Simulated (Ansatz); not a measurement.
Start from InAs in the zinc blende structure (space group F-43m, No. 216; a = 6.087 Å). Axes: x, y, z lie along the cube axes.

Method: Kohn–Sham DFT with the PBEsol functional, run in Ansatz (an electronic-structure program) with PAW and 420 eV plane waves, scalar-relativistic without spin-orbit coupling.

For the base:

* **Pressure**: 0.0 GPa
* **Volume per atom**: 28.20 Å³

Modification: biaxial strain +2.00 %, plane normal [001], relaxed out of plane (Cartesian); in-plane vectors clamped, the third vector and the atoms free.

What does the calculation give for the energy relative to the base, pressure and volume per atom after the change?

The energy rises by 4.9 meV/atom; the pressure (mean of the normal stresses, compression positive) goes from zero to -0.9 GPa; the volume per atom grows by 0.466 Å³ to 28.66 Å³.

No phonon test of stability was made. All final runs are without spin polarisation.
